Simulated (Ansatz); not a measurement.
**hypothetical rock salt ZrSi with two functionals, uniaxial strain ε_yy = −1.01 %**

Consider ZrSi in the rock salt structure (space group Fm-3m, No. 225; a = 5.397 Å; a hypothetical phase, not in the database extracts checked; relaxed with 0.1 eV smearing). Axes: x, y, z lie along the cube axes.

(Cell as relaxed with PBE.)

Levels (all Ansatz, a first-principles code, PAW, earlier PAW set): PBE (420 eV, no spin-orbit coupling); PBEsol (420 eV, no spin-orbit coupling).

Each level relaxes its own structure.

| base | PBE | PBEsol |
|---|---|---|
| volume per atom | 19.65 Å³ | 19.06 Å³ |
| lattice parameter a | 5.397 Å | 5.342 Å |
| band gap | zero | zero |

Modification: the cell is compressed by 1.01 % along y with no lateral relaxation, atoms relaxed at fixed cell.

```tsv
quantity	PBE	PBEsol
energy relative to the base (free energy F)	+1.7 meV/atom	…
shortest interatomic distance	2.671 Å	…
pressure (mean of the normal stresses, compression positive)	1.2 GPa	…
band gap	zero	…
```

Task: Given the PBE results, estimate those of PBEsol.

Result: 
- energy relative to the base (free energy F), PBEsol: +1.8 meV/atom
- shortest interatomic distance, PBEsol: 2.644 Å
- pressure (mean of the normal stresses, compression positive), PBEsol: 1.3 GPa
- band gap, PBEsol: zero

PBE's shortest interatomic distance lies 0.027 Å above PBEsol's (1.0 %); the two agree on the band gap. Neither level is exact; PBEsol is the comparison here, not a measurement.

Stability against distortions was not tested. All final runs are without spin polarisation.
